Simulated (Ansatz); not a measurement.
# Effect of tensor shear ε_xy = +0.29 % on MgS

Take MgS in the rock salt structure (space group Fm-3m, No. 225; a = 5.182 Å) as the base. Axes: x, y, z lie along the cube axes.

It is then changed as follows: tensor shear ε_xy = +0.29 % (engineering shear γ = 0.0058), atoms relaxed at fixed cell.

Level of theory: Ansatz (a first-principles code), PBEsol, PAW, cutoff 420 eV, scalar-relativistic without spin-orbit coupling. Settings: 11×11×11 k-points, 0.05 eV Fermi–Dirac smearing.

| quantity | base | changed | shift |
|---|---|---|---|
| shortest interatomic distance | 259.1 pm | 259.1 pm | 0.0 pm |
| energy relative to the base (free energy F) | 0 meV/atom | +0.1 meV/atom | +0.1 meV/atom |
| pressure (mean of the normal stresses, compression positive) | 0.00 GPa | 0.00 GPa | 0.00 GPa |
| band gap | 2.73 eV | 2.70 eV | -0.03 eV |
| gap character | – | indirect, Γ → X | – |
| valence-band top at Γ (three highest levels, from the VBM) | 0.00, 0.00, 0.00 eV | 0.00, -0.03, -0.05 eV | – |
| valley order (the lowest conduction-band minima on the path, energy above the VBM, named in the base's zone) | X along ⟨100⟩ 2.73 eV; Γ 3.69 eV | X along [001] 2.70 eV; X along [100] 2.70 eV; Γ 3.66 eV | – |
| stress (xx, yy, zz, yz, xz, xy; compression positive) | – | (0.00, 0.00, 0.00, 0.00, 0.00, -0.31) GPa | – |

Final structure:

```yaml
crystal:
  lattice:
    - [0.00751, 2.59100, 2.59100]
    - [2.59100, 0.00751, 2.59100]
    - [2.59851, 2.59851, 0.00000]
  atoms:
    - { symbol: Mg, position: [0.00000, 0.00000, 0.00000] }
    - { symbol: S, position: [0.50000, 0.50000, 0.50000] }
```

The cells carry an imposed strain or load. No phonon test of stability was made. k-point labels follow each cell's own Brillouin zone.
